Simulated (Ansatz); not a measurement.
# Parameter sweep on the (101) slab of Y (cut from a parent of space group no. 194; 16 atoms in the cell)

```
Y
1.0
    3.58501     0.00000     0.00000
   -1.79251    11.94532     0.00000
    0.00000     0.00000    20.85140
Y
16
Direct
  0.63369   0.05905   0.32451
  0.40058   0.59282   0.25189
  0.77276   0.33719   0.26400
  0.02839   0.84845   0.23979
  0.09991   0.99149   0.46974
  0.86680   0.52527   0.39712
  0.23899   0.26964   0.40923
  0.49462   0.78090   0.38503
  0.56614   0.92394   0.61498
  0.33302   0.45771   0.54236
  0.70521   0.20208   0.55446
  0.96084   0.71334   0.53026
  0.03236   0.85638   0.76021
  0.79925   0.39016   0.68759
  0.17143   0.13453   0.69969
  0.42706   0.64579   0.67549
```

Base run A: Ansatz (a program for electronic structure) with LDA (PW92), PAW files made with PBE, self-consistent single point.

Its settings: kpoints.mp_grid.grid = 5 5 1; hamiltonian.xc = lda; hamiltonian.pseudopotentials = {kind: paw} (the program's default PAW files); scf.occupations.method = cold; scf.occupations.width = 0.272 eV.

The starting cell was generated: these elements placed on a structure prototype, without a prior relaxation; it need not be a known phase or ordering of this composition. The slab is cut from that crystal, and its faces are unrelaxed. Its lattice was rescaled in the plane by a random factor within 2.5 % of one. The two faces of this cut differ, and no dipole correction was used. Without a gap this mesh is coarse (it stands for a supercell whose shortest in-plane vector is 18 Å).

ΔF is the free energy per atom less that of run A. 

```tsv
run	scf.mixing.algorithm, scf.mixing.beta	ΔF (meV/atom)	largest force (eV/Å)	iterations
A	default (the program chose MSR1), default	0.00	0.780	13
B	anderson, 0.02	0.00	0.780	34
C	anderson, 0.05	0.00	0.780	31
D	anderson, 0.1	0.00	0.780	32
E	anderson, 0.2	0.00	0.780	23
F	anderson, 0.3	0.00	0.780	17
G	anderson, 0.5	0.00	0.780	12
H	anderson, 0.7	0.00	0.780	12
I	anderson, 0.9	0.00	0.780	13
J	anderson, 1	0.00	0.780	14
```

Runs B, C, D, E, F, G, H, I, J reached the same state as A (within 1 meV/atom). The fewest iterations to that state were 12 (G, H); the most were 34.

Keys are those of Ansatz 0.2.
